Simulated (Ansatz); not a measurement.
The parent structure is PbTe in the rock salt structure (space group Fm-3m, No. 225; a = 6.569 Å).

The values are results of plane-wave PAW DFT at the PBE level (Ansatz, a quantum-chemistry and plane-wave program, 420 eV), no SOC, not measurements.

Base values:

| Property | Result |
|---|---|
| Pressure | 0.00 GPa |
| Valley order | L along ⟨111⟩ 0.83 eV; a point along ⟨110⟩, about 0.5 Å⁻¹ from Γ 1.36 eV; a point along ⟨100⟩, about 0.3 Å⁻¹ from Γ 1.81 eV |
| Hole mass | 0.49 mₑ along k, 0.092 mₑ across (at L) |
| Electron mass | 0.30 mₑ along k, 0.11 mₑ across (at L) |

The change: the cell is scaled by 1.0397 in all directions; the atoms relax in the strained cell.

Q: What happens to the pressure?

A: The pressure goes from zero to -3.45 GPa.

Q: Predict the new valley order.

A: The valley order (the lowest conduction-band minima on the path, energy above the VBM, named in the base's zone) becomes L along ⟨111⟩ 0.99 eV; a point along ⟨110⟩, about 0.6 Å⁻¹ from Γ 1.48 eV; a point along ⟨100⟩, about 0.3 Å⁻¹ from Γ 1.88 eV (base: L along ⟨111⟩ 0.83 eV; a point along ⟨110⟩, about 0.5 Å⁻¹ from Γ 1.36 eV; a point along ⟨100⟩, about 0.3 Å⁻¹ from Γ 1.81 eV).

Q: What happens to the hole mass?

A: The hole mass changes from 0.49 mₑ along k, 0.092 mₑ across (at L) to 0.68 mₑ along k, 0.13 mₑ across (at L).

Q: What happens to the electron mass?

A: The electron mass changes from 0.30 mₑ along k, 0.11 mₑ across (at L) to 0.36 mₑ along k, 0.11 mₑ across (at L).

Spin-orbit coupling, missing from the scalar runs, can matter with Pb and Te. The levels and masses belong to the bands next to the band gap. Masses are band curvatures over ±0.01 Å⁻¹ around the edge. Along k means along the line from Γ to the band edge. No phonon test of stability was made.
